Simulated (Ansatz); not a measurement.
## Competing hops of interstitial Cl in fcc Cu, neutral cell

Defect migration in fcc Cu: interstitial Cl, neutral cell. These are PBE, PAW (plane waves to 420 eV; Ansatz, an electronic-structure program) values and carry that method's errors.

Cell of 32 host sites held at the relaxed PBE lattice; a 2×2×2 k-point mesh shifted by half a step; Fermi-Dirac width 0.10 eV, spin-restricted; finite-size errors left in. Energies are static. Sites that were not tried may lie lower.

Barriers: single points on a 4×4×4 k-point mesh shifted by half a step at the bands' geometries (they differ from the bands' own by up to 0.06 eV, and are uncertain by about as much).

```csv
Route,Start site over the lowest site run (eV),Hop (Å),Forward barrier (eV),Backward barrier (eV),Neighbours at the start,Neighbours at the saddle,Saddle order,"Forward, on the band's own sampling (eV)"
"several atoms move together, Cl the farthest",0.00,1.55,0.57,0.06,"3 Cu at 2.21, 3 Cu at 2.22 Å","3 Cu at 2.05, Cu at 2.16 Å","not checked, on a symmetry element",0.63
```

Paths come from climbing-image nudged elastic band runs.  A band can be held on a symmetry element, so unchecked saddle points there may be too high.

The whole set of runs took around 1.4 core-hours (rough).
